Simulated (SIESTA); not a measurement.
Input and output of a self-consistent single point for YMg3 (P1, 4 atoms in the cell) (SIESTA).

Method: GGA PBEsol, numerical atomic orbitals DZP, PseudoDojo PBEsol standard norm-conserving potentials (rewritten from UPF to PSML) in SIESTA 5.4.2.

```xyz
4
Lattice="-1.6384 5.4967 2.8794 1.6384 -5.4967 2.8794 1.6384 5.4967 -2.8794" Properties=species:S:1:pos:R:3 pbc="T T T"
Y     -0.0019     0.0147     3.8015
Mg     1.6260    -0.0026     0.9260
Mg     0.0545     8.1580     0.1180
Mg    -0.0402     2.8233    -0.0464
```

Reference input (self-consistent single point, DFT, GGA PBEsol, numerical atomic orbitals DZP, PseudoDojo PBEsol standard norm-conserving potentials (rewritten from UPF to PSML)): XC.functional = GGA; XC.authors = PBEsol; potentials = PseudoDojo PBEsol standard; PAO.BasisSize = DZP; PAO.EnergyShift = 0.01 Ry; MeshCutoff = 400 Ry; kgrid.MonkhorstPack = 4 7 6; OccupationFunction = FD; ElectronicTemperature = 580.23 K; MaxSCFIterations = 150; SCF.Mixer.Method = Broyden; SCF.Mixer.Weight = 0.1. This run's input differs from it in these lines:

```diff
@@ -35,3 +35,3 @@
 OccupationFunction           FD
-ElectronicTemperature        580.23 K
+ElectronicTemperature        5802.26 K
```

Log, with long lists cut:

```
        iscf     Eharris(eV)        E_KS(eV)     FreeEng(eV)     dDmax    Ef(eV) dHmax(eV)
   scf:    1    -5935.706508    -5945.851158    -5948.124807  1.712005 -3.682319  4.670035
   scf:    2    -5946.540426    -5946.228963    -5948.483010  0.059356 -3.625337  3.767200
   scf:    3    -5946.602469    -5946.496375    -5948.715959  0.092383 -3.550994  2.106609
   scf:    4    -5946.551010    -5946.530967    -5948.779365  0.086951 -3.615622  0.170063
   scf:    5    -5946.522809    -5946.527597    -5948.781429  0.011737 -3.628488  0.127185
   [... 8 lines left out ...]
   scf:   14    -5946.535844    -5946.535846    -5948.782548  0.000021 -3.627765  0.000653
   scf:   15    -5946.535845    -5946.535845    -5948.782548  0.000017 -3.627788  0.000538
   scf:   16    -5946.535845    -5946.535845    -5948.782548  0.000013 -3.627806  0.000439
   scf:   17    -5946.535844    -5946.535844    -5948.782548  0.000010 -3.627820  0.000369
SCF Convergence by DM+H criterion
max |DM_out - DM_in|         :     0.0000096360
max |H_out - H_in|      (eV) :     0.0003687009
SCF cycle converged after 17 iterations

Using DM_out to compute the final energy and forces

siesta: E_KS(eV) =            -5946.5358

siesta: E_KS - E_eggbox =     -5946.5358

siesta: Atomic forces (eV/Ang):
     1    0.007777   -0.243376    0.181305
     2    0.031892    0.079897    0.018707
     3   -0.140281    0.568673   -0.511599
     4    0.104079   -0.399355    0.307630
   Tot    0.003467    0.005840   -0.003958
   Max    0.568673
   Res    0.284263    sqrt( Sum f_i^2 / 3N )
   Max    0.568673    constrained

Stress tensor Voigt[x,y,z,yz,xz,xy] (kbar):      -10.95        2.11       -5.18        0.53       -2.04        2.60
(Free)E + p*V (eV/cell)    -5948.4798
   [... lines left out ...]
siesta: FreeEng =     -5948.782548
siesta: Cell volume =        103.724701 Ang**3
siesta:           4.67606206        -16.77987753  kBar
   [... lines left out ...]
              0.318
   4 10.058   1.995   1.214  -0.169   2.019   2.015   2.015   0.343   0.315
              0.312

mulliken: Qtot =       41.000

Mulliken Atomic Populations:
Atom #   charge [q] valence [e]  Species
     1     0.182557   10.817443  Y
     2    -0.079835   10.079835  Mg
     3    -0.044263   10.044263  Mg
     4    -0.058459   10.058459  Mg
 Total     0.000000
```

The run converged in 17 iterations. Against the reference run the free energy falls by 300 meV/atom, the pressure goes from -0.48 to 0.47 GPa and the largest force goes from 0.766 to 0.778 eV/Å.

The starting cell comes from a database of computed structures (which also holds hypothetical and non-ambient phases and stackings), without a prior relaxation at this level. Its atoms were displaced at random from the sites of space group no. 44. Values carry the incompleteness of an atom-centred basis.

Cost on one core of a shared machine: roughly 2 min.
